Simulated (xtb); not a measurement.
xtb 6.7.1, GFN2-xTB: Ti(OEt)4 (CC[O][Ti]([O]CC)([O]CC)[O]CC), 33 atoms. The geometry is a generated start, not checked to be a minimum at this level.

```
Quantity                   Value
-----------------  -------------
run flags                 --grad
method                  GFN2-xTB
--acc                1 (default)
--etemp (K)        300 (default)
basis functions               78
valence electrons             80
```

Charge 0 and multiplicity 1 are set for this test and not shown to be the ground state.

One run each on 1 thread. Values of broydamp tried: 0.02, 0.05, 0.1, 0.2, 0.4 (default), 0.6, 0.8, 1.

Q: Predict the course of the SCC iterations along this series.

A: Fewest SCC iterations, within one of each other: 0.4 (default) with 11, 0.6 with 11, 0.8 with 11, 1 with 12. The count rises to 17 at 0.02. All converge to one solution.

```csv
broydamp,SCC iterations,end
0.02,17,same solution
0.05,15,same solution
0.1,14,same solution
0.2,13,same solution
0.4 (default),11,same solution
0.6,11,same solution
0.8,11,same solution
1,12,same solution
```
